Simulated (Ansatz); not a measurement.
# What Pb vacancy does to hypothetical P6_3/mmc PbI2

The parent structure is a 12-atom supercell of PbI$_{2}$ in the 2H-MoS2 type structure (space group P6_3/mmc, No. 194; a = 4.3966 Å, c = 14.8467 Å; a hypothetical phase, not in the database extracts checked) at its relaxed geometry.

Perturbation: a neutral Pb vacancy, atoms relaxed at fixed cell, starting from a slightly rattled geometry.

Computed with PBE-D3(BJ)/PAW in Ansatz (an electronic-structure program), without spin-orbit coupling. k-mesh 3×6×2 (Γ-centred); smearing 0.01 eV (Fermi–Dirac).

The pressure hardly moves (0.0 GPa against 0.1 GPa) and the mean distance from the defect site to its nearest host atoms shrinks by 0.46 Å (3.26 Å → 2.80 Å).

Final structure:

```yaml
crystal:
  lattice:
    - [6.59497, -3.80761, 0.00000]
    - [2.19832, 3.80761, 0.00000]
    - [0.00000, 0.00000, 14.84673]
  atoms:
    - { symbol: Pb, position: [0.26070, 0.00893, 0.75701] }
    - { symbol: Pb, position: [0.14896, 0.51952, 0.24539] }
    - { symbol: Pb, position: [0.65174, 0.01960, 0.24281] }
    - { symbol: I, position: [0.81691, 0.51886, 0.10421] }
    - { symbol: I, position: [0.31756, 0.01673, 0.10867] }
    - { symbol: I, position: [0.14674, 0.51129, 0.59090] }
    - { symbol: I, position: [0.86038, 0.79522, 0.70156] }
    - { symbol: I, position: [0.18091, 0.49683, 0.89763] }
    - { symbol: I, position: [0.64616, 0.07631, 0.83952] }
    - { symbol: I, position: [0.81200, 0.51990, 0.38237] }
    - { symbol: I, position: [0.32025, 0.02471, 0.38253] }
```

Cost of the whole job for the changed cell (relaxation, final SCF and bands): very roughly 40 core-minutes.

Other magnetic orders, which the real material may have, were not ruled out. In so small a cell the defect repeats every few ångströms: this is an ordered compound, not a dilute defect. Starting moments died away, wholly or in part, for Pb vacancy; another magnetic solution may exist. The defect cell is spin-polarised and ends with 0.0 μB.
